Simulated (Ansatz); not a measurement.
Start from CdS in the wurtzite structure (space group P6_3mc, No. 186; a = 4.1244 Å, c = 6.7082 Å). Axes: x lies along a and z along c of the hexagonal cell.

Method: PBEsol/PAW in Ansatz (a quantum-chemistry and plane-wave program), no spin-orbit coupling.

It is then changed as follows: uniaxial strain ε_zz = +1.20 %, all other strain components held at zero; the atoms relax in the strained cell.

What happens to the stress and energy relative to the base?

The stress (xx, yy, zz, yz, xz, xy; compression positive) is (-0.52, -0.52, -1.11, 0.00, 0.00, 0.00) GPa; the energy rises by 1.0 meV/atom.

Stability against distortions was not tested.
